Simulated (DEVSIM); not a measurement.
Device: abrupt Si p-n junction, at 300 K.

Layer 1 from the left is Si, thickness (μm) 11.0, Na (cm⁻³) 8.8e16, τn (s) 9.4e-7, τp (s) 9.4e-7. Layer 2 from the left is Si, thickness (μm) 19.0, Nd (cm⁻³) 2.3e16, τn (s) 9.4e-7, τp (s) 9.4e-7.

Left contact: ohmic. Right contact: ohmic. Voltage is applied to the left contact. Recombination: SRH at mid-gap. Mobility is μmin + (μ − μmin)/(1 + (N/Nref)^α).

The device is made up for the run: typed textbook-type constants, with dimensions and the other settings drawn at random. Values at 300 K.

Si: gap (eV) 1.124, affinity (eV) 4.05, permittivity 11.7, Nc (cm⁻³) 2.86e19, Nv (cm⁻³) 3.1e19, μn (cm²/Vs) 1417, μp (cm²/Vs) 470, μn,min 52, μp,min 45, Nref,n 9.7e16, Nref,p 2.2e17, αn 0.68, αp 0.72.

Q: Estimate by hand the built-in potential, the peak field at zero bias, the capacitance at -0.6 V, and compare with a numerical solution.

A: 
- Built-in potential: ni = √(Nc Nv) exp(−Eg/2kT) = 1.08e10 cm⁻³ with Eg = 1.124 eV; Vbi = kT/q ln(Na Nd/ni²) = 0.788 V; numerical 0.788 V.
- Peak field at zero bias: depletion approximation: W = √(2εVbi/(qN)) = 0.236 μm with N = 1.82e16 cm⁻³; field = 2Vbi/W = 66700 V/cm; numerical 64500 V/cm (estimate above by 3.4 %).
- Capacitance at -0.6 V: C = √(qεN / 2(Vbi + |V|)) = 33.0 nF/cm²; numerical 33.6 nF/cm² (estimate below by 1.9 %).

Model (solved in DEVSIM): 1D drift-diffusion, Boltzmann statistics, complete ionisation; no tunnelling, impact ionisation, image-force lowering or self-heating.
